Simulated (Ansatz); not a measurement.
Consider a 32-atom cell of (Ru,Ir) started in the hexagonal close-packed structure, site fractions Ru 0.250, Ir 0.750, short-range order 0.00 among the nearest mixed sites of the first mixed sublattice (0 is random, a negative value favours unlike neighbours), space group P1 at the end. Its start:

```yaml
crystal:
  lattice:
    - [1.37636, -7.15202, -4.38375]
    - [-1.37645, 7.15145, -4.38287]
    - [6.88113, 2.38402, 4.38353]
  atoms:
    - { symbol: Ir, position: [0.53925, 0.37292, 0.16403] }
    - { symbol: Ru, position: [0.28551, 0.49684, 0.03793] }
    - { symbol: Ru, position: [0.79389, 0.00323, 0.04052] }
    - { symbol: Ir, position: [0.29422, 0.00067, 0.54287] }
    - { symbol: Ir, position: [0.53837, 0.62541, 0.41577] }
    - { symbol: Ir, position: [0.04053, 0.12398, 0.41444] }
    - { symbol: Ir, position: [0.29124, 0.74803, 0.29332] }
    - { symbol: Ru, position: [0.79554, 0.25287, 0.29182] }
    - { symbol: Ir, position: [0.04148, 0.87597, 0.16685] }
    - { symbol: Ir, position: [0.53983, 0.12382, 0.91788] }
    - { symbol: Ir, position: [0.29112, 0.24856, 0.79349] }
    - { symbol: Ir, position: [0.54247, 0.87378, 0.66640] }
    - { symbol: Ru, position: [0.04323, 0.37504, 0.66838] }
    - { symbol: Ir, position: [0.79165, 0.49893, 0.54254] }
    - { symbol: Ru, position: [0.04723, 0.62877, 0.91804] }
    - { symbol: Ir, position: [0.79284, 0.75280, 0.79212] }
    - { symbol: Ir, position: [0.45964, 0.12426, 0.33203] }
    - { symbol: Ir, position: [0.20780, 0.25087, 0.20657] }
    - { symbol: Ir, position: [0.70355, 0.74824, 0.20475] }
    - { symbol: Ir, position: [0.20837, 0.74794, 0.70838] }
    - { symbol: Ir, position: [0.45803, 0.37591, 0.58409] }
    - { symbol: Ir, position: [0.95759, 0.87458, 0.58248] }
    - { symbol: Ru, position: [0.20253, 0.49482, 0.45908] }
    - { symbol: Ir, position: [0.71097, 0.00372, 0.45872] }
    - { symbol: Ir, position: [0.95717, 0.62465, 0.33368] }
    - { symbol: Ir, position: [0.46107, 0.87608, 0.08546] }
    - { symbol: Ru, position: [0.20431, 0.99549, 0.95806] }
    - { symbol: Ir, position: [0.45812, 0.62532, 0.83433] }
    - { symbol: Ru, position: [0.96079, 0.12765, 0.83424] }
    - { symbol: Ir, position: [0.71288, 0.25207, 0.71163] }
    - { symbol: Ir, position: [0.95766, 0.37526, 0.08242] }
    - { symbol: Ir, position: [0.71112, 0.50151, 0.95765] }
```

Level of theory: PBE (plane waves to 420 eV, PAW; Ansatz, an electronic-structure program). Scalar-relativistic, without spin–orbit coupling; the runs are not spin-polarised. Its k-point mesh 5×5×5, Fermi–Dirac width 0.05 eV.

Question: Predict the alloy's volume and bond lengths.

Answer: 
| Quantity | Value |
|---|---|
| volume per atom | 14.35 Å³ |
| Ir–Ir bonds (within 1.22 times the sum of covalent radii) | 2.734 Å on average, from 2.684 to 2.776 (108) |
| Ir–Ru bonds (within 1.22 times the sum of covalent radii) | 2.720 Å on average, from 2.674 to 2.762 (72) |
| Ru–Ru bonds (within 1.22 times the sum of covalent radii) | 2.714 Å on average, from 2.680 to 2.751 (12) |
